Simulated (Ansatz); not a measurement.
Start from BAs in the zinc blende structure (space group F-43m, No. 216; a = 4.784 Å). Axes: x, y, z lie along the cube axes.

All numbers come from Kohn–Sham DFT with the r2SCAN functional, run in Ansatz (a quantum-chemistry and plane-wave program) with PAW and 500 eV plane waves, scalar-relativistic without spin-orbit coupling.

Base values:

```
Item                   Value
-------------------  -------
Smallest direct gap  3.44 eV
```

Modification: biaxial strain +2.27 %, plane normal [110], relaxed out of plane (Cartesian); in-plane vectors clamped, the third vector and the atoms free.

Question: What happens to the ratio −ε⊥/ε∥?

Answer: The ratio −ε⊥/ε∥ is 0.22.

Question: What happens to the smallest direct gap?

Answer: The smallest direct gap shrinks by 0.44 eV to 3.00 eV.

A biaxial case was relaxed in a doubled cell and then solved in the primitive one. No phonon test of stability was made.
